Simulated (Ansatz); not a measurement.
Total g(r) from a molecular-dynamics run [in the run: mean pressure -1.0 GPa against a target of 0; one k-point, which a denser mesh shifts by 0.2 GPa in pressure and 0.09 eV/Å in forces]. All values below come from PBE (plane waves, PAW; Ansatz, an electronic-structure program).

(r (Å), g(r)): (1.02, 0.00); (1.14, 0.00); (1.26, 0.00); (1.38, 0.00); (1.50, 0.00); (1.62, 0.00); (1.74, 0.00); (1.86, 0.00); (1.98, 0.00); (2.10, 0.00); (2.22, 0.01); (2.34, 0.20); (2.46, 0.74); (2.58, 1.94); (2.70, 2.71); (2.82, 2.87); (2.94, 2.52); (3.06, 2.12); (3.18, 1.80); (3.30, 1.42); (3.42, 0.82); (3.54, 0.40); (3.66, 0.18); (3.78, 0.05); (3.90, 0.04); (4.02, 0.11); (4.14, 0.29); (4.26, 0.64); (4.38, 1.10); (4.50, 1.34); (4.62, 1.28); (4.74, 0.98)

Task: Which system gave this curve?
(A) Li (bcc), crystal, 438 K
(B) Mo (bcc), crystal, 2163 K
(C) SnO2 (rutile type), crystal, 1188 K
(D) Si15Sb, liquid, 2016 K

Result: B, Mo (bcc), crystal, 2163 K
